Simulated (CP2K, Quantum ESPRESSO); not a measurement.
A CP2K input for a self-consistent single point of CaF2 (Fm-3m, 3 atoms in the cell) (DFT PBEsol, GPW, DZVP-MOLOPT-SR-GTH basis, GTH-PBE potentials (GTH_POTENTIALS)):

```
&GLOBAL
  PROJECT run
  RUN_TYPE ENERGY_FORCE
  PRINT_LEVEL LOW
&END GLOBAL
&FORCE_EVAL
  METHOD Quickstep
  STRESS_TENSOR ANALYTICAL
  &DFT
    BASIS_SET_FILE_NAME BASIS_MOLOPT
    POTENTIAL_FILE_NAME GTH_POTENTIALS
    &QS
      METHOD GPW
      EPS_DEFAULT 1E-10
    &END QS
    &MGRID
      CUTOFF 550
      REL_CUTOFF 50
      NGRIDS 5
    &END MGRID
    &SCF
      SCF_GUESS ATOMIC
      EPS_SCF 1E-6
      MAX_SCF 100
      ADDED_MOS 5
      &DIAGONALIZATION
        ALGORITHM STANDARD
      &END DIAGONALIZATION
      &MIXING
        METHOD BROYDEN_MIXING
        ALPHA 0.4
        NBUFFER 12
        BETA 1.5
      &END MIXING
    &END SCF
    &KPOINTS
      SCHEME MONKHORST-PACK 7 7 7
    &END KPOINTS
    &XC
      &XC_FUNCTIONAL
        &PBE
          PARAMETRIZATION PBESOL
        &END PBE
      &END XC_FUNCTIONAL
    &END XC
    &PRINT
      &MO
        EIGENVALUES T
        OCCUPATION_NUMBERS T
        NDIGITS 8
        FILENAME mo
        &EACH
          QS_SCF 0
        &END EACH
        ADD_LAST NUMERIC
      &END MO
      &MULLIKEN OFF
      &END MULLIKEN
    &END PRINT
  &END DFT
  &SUBSYS
    &CELL
      A 3.91213800 0.00000000 0.00000000
      B 1.95606900 3.38801100 0.00000000
      C 1.95606900 1.12933700 3.19424700
      PERIODIC XYZ
    &END CELL
    &COORD
      SCALED
      Ca       0.00000000     0.00000000     0.00000000
      F        0.75000000     0.75000000     0.75000000
      F        0.25000000     0.25000000     0.25000000
    &END COORD
    &KIND Ca
      BASIS_SET DZVP-MOLOPT-SR-GTH-q10
      POTENTIAL GTH-PBE-q10
    &END KIND
    &KIND F
      BASIS_SET DZVP-MOLOPT-SR-GTH-q7
      POTENTIAL GTH-PBE-q7
    &END KIND
  &END SUBSYS
  &PRINT
    &FORCES ON
    &END FORCES
    &STRESS_TENSOR ON
    &END STRESS_TENSOR
  &END PRINT
&END FORCE_EVAL
```

### Question
Give the Quantum ESPRESSO input for the same structure, mesh, smearing and functional.

### Answer
One input that does it (others would too):

```fortran
&CONTROL
   calculation = 'scf'
   outdir = './tmp'
   pseudo_dir = './'
   tprnfor = .true.
   tstress = .true.
/
&SYSTEM
   ibrav = 2
   A = 5.5325980000
   nat = 3
   ntyp = 2
   ecutwfc = 40
   ecutrho = 320
   occupations = 'fixed'
   nbnd = 16
   input_dft = 'pbesol'
/
&ELECTRONS
   conv_thr = 1.0e-11
   mixing_beta = 0.7
/
ATOMIC_SPECIES
Ca    40.0780  Ca_pbe_v1.uspp.F.UPF
F     18.9984  f_pbe_v1.4.uspp.F.UPF
ATOMIC_POSITIONS {crystal}
Ca    0.0000000000    0.0000000000    0.0000000000
F     0.7500000000    0.7500000000    0.7500000000
F     0.2500000000    0.2500000000    0.2500000000
K_POINTS {automatic}
7 7 7  0 0 0
```

Basis settings and potentials, where a program has them, do not carry over. This input uses DFT, PBEsol, plane waves, SSSP 1.1.2 efficiency (PBE) pseudopotentials. Both were run: pressure -2.78 GPa in CP2K and -4.87 in Quantum ESPRESSO; gap on the mesh 6.891 eV in CP2K and 6.873 in Quantum ESPRESSO.

On CP2K: the starting cell comes from a database of computed structures (which also holds hypothetical and non-ambient phases and stackings), without a prior relaxation at this level. Its lattice was rescaled by a random factor within 2.5 % of one. Values carry the incompleteness of an atom-centred basis. The potentials were made for another functional than the one used.

On Quantum ESPRESSO: the starting cell comes from a database of computed structures (which also holds hypothetical and non-ambient phases and stackings), without a prior relaxation at this level. Its lattice was rescaled by a random factor within 2.5 % of one. With a pressure of about -5 GPa the cell is away from its equilibrium volume at this level.
